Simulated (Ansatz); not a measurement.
## The (100) surface of germanium, p(2x2) alternately buckled dimers (bottom of the slab: dihydride, held)

Level of theory: r2SCAN, at the PBE geometry (plane waves to 500 eV, PAW; Ansatz, a first-principles code).

Set-up: 40 atoms, 11.3 Å thick at the start with caps and adatoms (thin: gaps and levels are the slab's own); mesh 4x4x1; 0.025 eV smearing; dipole correction on; single point; on the structure that PBE left under its start's symmetry; no spin, no spin-orbit, no U. In PBE it is, or lies within 0.01 eV a 1x1 cell of, the lowest of the 5 structures of its composition computed so far; subsurface sites and larger cells were not tried.

* **gap of the slab on its k-mesh**: 0.25 eV
* **highest filled level below the top vacuum level**: 4.84 eV
* **cost**: around 9 core-minutes (rough)
